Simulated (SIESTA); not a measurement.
Worked example: self-consistent single point of K2Se (Fm-3m, 3 atoms in the cell) in SIESTA.

Level of theory: SIESTA with LDA PW92, numerical atomic orbitals DZP, PseudoDojo LDA standard norm-conserving potentials (rewritten from UPF to PSML).

The change in words: lattice scaled by 0.98. Reference geometry:
```
CELL_PARAMETERS angstrom
      0.00000     3.83595     3.83595
      3.83595     0.00000     3.83595
      3.83595     3.83595     0.00000
ATOMIC_POSITIONS crystal
  K  0.25000 0.25000 0.25000
  K  0.75000 0.75000 0.75000
  Se 0.00000 0.00000 0.00000
```

Reference input (self-consistent single point, DFT, LDA PW92, numerical atomic orbitals DZP, PseudoDojo LDA standard norm-conserving potentials (rewritten from UPF to PSML)): XC.functional = LDA; XC.authors = PW92; potentials = PseudoDojo LDA standard; PAO.BasisSize = DZP; PAO.EnergyShift = 0.01 Ry; MeshCutoff = 350 Ry; kgrid.MonkhorstPack = 8 8 8; OccupationFunction = FD; ElectronicTemperature = 10 K; MaxSCFIterations = 150; SCF.Mixer.Method = Broyden; SCF.Mixer.Weight = 0.1. This run's input differs from it in these lines:

```diff
@@ -10,7 +10,7 @@
 %endblock ChemicalSpeciesLabel
-LatticeConstant              5.424860 Ang
+LatticeConstant              5.316363 Ang
 %block LatticeVectors
-     0.000000000    0.707106727    0.707106727
-     0.707106727    0.000000000    0.707106727
-     0.707106727    0.707106727    0.000000000
+     0.000000000    0.707106719    0.707106719
+     0.707106719    0.000000000    0.707106719
+     0.707106719    0.707106719    0.000000000
 %endblock LatticeVectors
@@ -18,4 +18,4 @@
 %block AtomicCoordinatesAndAtomicSpecies
-     3.624452188    3.624452188    3.624452188  1
-    10.873356565   10.873356565   10.873356565  1
+     3.551963239    3.551963239    3.551963239  1
+    10.655889717   10.655889717   10.655889717  1
      0.000000000    0.000000000    0.000000000  2
```

Log, with long lists cut:

```
        iscf     Eharris(eV)        E_KS(eV)     FreeEng(eV)     dDmax    Ef(eV) dHmax(eV)
   scf:    1    -4923.598628    -4925.197039    -4925.197039  0.597157 -4.653210  4.302554
   scf:    2    -4925.820657    -4925.519942    -4925.519942  0.027533 -4.361546  3.120872
   scf:    3    -4926.256934    -4926.022771    -4926.022771  0.093146 -5.409388  0.803658
   scf:    4    -4926.026818    -4926.026968    -4926.026968  0.017476 -5.725976  0.609321
   scf:    5    -4926.051348    -4926.040923    -4926.040923  0.041852 -4.174033  0.174098
   scf:    6    -4926.041590    -4926.041266    -4926.041266  0.001256 -4.181140  0.161327
   scf:    7    -4926.042576    -4926.042091    -4926.042091  0.003017 -4.144941  0.027288
   scf:    8    -4926.042125    -4926.042113    -4926.042113  0.000592 -4.136968  0.001324
   scf:    9    -4926.042113    -4926.042113    -4926.042113  0.000030 -4.137459  0.002682
   scf:   10    -4926.042114    -4926.042114    -4926.042114  0.000058 -4.136638  0.000226
SCF Convergence by DM+H criterion
max |DM_out - DM_in|         :     0.0000578032
max |H_out - H_in|      (eV) :     0.0002262413
SCF cycle converged after 10 iterations

Using DM_out to compute the final energy and forces

siesta: E_KS(eV) =            -4926.0421

siesta: E_KS - E_eggbox =     -4926.0421

siesta: Atomic forces (eV/Ang):
     1   -0.000000   -0.000000   -0.000000
     2    0.000000    0.000000    0.000000
     3   -0.000000   -0.000000   -0.000000
   Tot   -0.000000   -0.000000   -0.000000
   Max    0.000000
   Res    0.000000    sqrt( Sum f_i^2 / 3N )
   Max    0.000000    constrained

Stress tensor Voigt[x,y,z,yz,xz,xy] (kbar):        4.71        4.71        4.71       -0.00       -0.00       -0.00
(Free)E + p*V (eV/cell)    -4926.3542
Target enthalpy (eV/cell)    -4926.0421

   [... lines left out ...]
siesta: FreeEng =     -4926.042114
   [... lines left out ...]
siesta:     0.002938   -0.000000   -0.000000
siesta:    -0.000000    0.002938   -0.000000
siesta:    -0.000000   -0.000000    0.002938

siesta: Cell volume =        106.249958 Ang**3

siesta: Pressure (static):
siesta:                Solid            Molecule  Units
siesta:          -0.00003199         -0.00003199  Ry/Bohr**3
siesta:          -0.00293753         -0.00293753  eV/Ang**3
siesta:          -4.70643759         -4.70643912  kBar
```

The run converged in 10 iterations. Against the reference run the free energy drops by 14.7 meV/atom, the pressure goes from -1.55 to -0.47 GPa and the gap on the mesh goes from 1.644 to 1.826 eV.

The starting cell comes from a database of computed structures (which also holds hypothetical and non-ambient phases and stackings), without a prior relaxation at this level. For this run, on top of that: lattice scaled by 0.98. Values carry the incompleteness of an atom-centred basis. The basis of the alkali or alkaline-earth atoms may lack their empty d shell, which can raise the gap.
